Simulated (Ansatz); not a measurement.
Functionals compared on CO on the 1x1 (111) surface of fcc Pt, one in a 2x2 cell, started at the site 'top Pt', in Ansatz (plane waves, PAW). The structure was relaxed with PBE; the other rows are single points on it, each with its references at the same level. Cutoff 420 eV (500 eV for r2SCAN).

Model: 18-atom slab, 6.9 Å thick at the start under the adsorbate (thin: gaps and levels are the slab's own), 6x6x1 mesh, Fermi-Dirac 0.1 eV, dipole correction, 8 atoms held, the rest relaxed; symmetry of the start imposed; no spin, no spin-orbit, no U, no dispersion correction. At the end it is bonded to Pt. In PBE this state lies 0.07 eV over the lowest of the starts that converged ('hollow Pt-Pt-Pt over Pt at depth 4.6 Å'). These notes are the PBE run's. Adsorption energies are against CO(g). A negative adsorption energy means that the adsorbate is more stable on the surface than in its reference.

| functional | adsorption energy (eV) | work function of the top face (eV) | change of the work function (eV) | rough cost of the single point |
|---|---|---|---|---|
| PBE | -1.60 | 5.44 | -0.24 | – |
| RPBE | -1.29 | 5.31 | -0.21 | around 80 core-seconds (rough) |
| r2SCAN | ? | ? | ? | around 120 core-seconds (rough) |

Problem. Some entries are withheld; supply them.

Solution. 
- r2SCAN, adsorption energy (eV): -1.77
- r2SCAN, work function of the top face (eV): 5.54
- r2SCAN, change of the work function (eV): -0.21

Ansatz is a quantum-chemistry and plane-wave program.
